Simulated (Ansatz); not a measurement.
# A computed series for Sn: response to strain

Take Sn in the diamond structure (space group Fd-3m, No. 227; a = 6.5688 Å) as the base. Axes: x, y, z lie along the cube axes.

Strains are applied to the cell and any free atomic positions relax; under biaxial strain the out-of-plane vector relaxes too.

Level of theory: Ansatz (a first-principles code) r2SCAN, no spin-orbit coupling, earlier PAW set.

Notes on the quantities. energy relative to the base: free energy F; pressure: mean of the normal stresses, compression positive.

| change | energy relative to the base | volume per atom | pressure | space group |
|---|---|---|---|---|
| base | 0 meV/atom | 35.43 Å³ | 0.0 GPa | Fd-3m (No. 227) |
| biaxial strain +1.17 %, plane normal [001], relaxed out of plane | +2.0 meV/atom | 35.86 Å³ | -0.5 GPa | I4_1/amd (No. 141) |
| biaxial strain +0.92 %, plane normal [110], relaxed out of plane | (withheld) | 35.89 Å³ | -0.5 GPa | Imma (No. 74) |
| biaxial strain +0.98 %, plane normal [111], relaxed out of plane | +1.9 meV/atom | 35.93 Å³ | -0.6 GPa | R-3m (No. 166) |
| biaxial strain +1.39 %, plane normal [111], relaxed out of plane | +3.9 meV/atom | 36.14 Å³ | -0.8 GPa | R-3m (No. 166) |
| isotropic strain −1.86 % | +16 meV/atom | 33.49 Å³ | 2.8 GPa | Fd-3m (No. 227) |
| isotropic strain −0.31 % | (withheld) | 35.10 Å³ | 0.4 GPa | Fd-3m (No. 227) |
| isotropic strain +1.72 % | (withheld) | 37.29 Å³ | -1.9 GPa | Fd-3m (No. 227) |
| uniaxial strain ε_xx = +2.64 % | +5.0 meV/atom | 36.36 Å³ | (withheld) | I4_1/amd (No. 141) |

Task: Complete the table.

Result: 
- biaxial strain +0.92 %, plane normal [110], relaxed out of plane, energy relative to the base: +1.6 meV/atom
- isotropic strain −0.31 %, energy relative to the base: +0.4 meV/atom
- isotropic strain +1.72 %, energy relative to the base: +12 meV/atom
- uniaxial strain ε_xx = +2.64 %, pressure: -1.1 GPa

A biaxial case was relaxed in a doubled cell and then solved in the primitive one. No phonon test of stability was made.
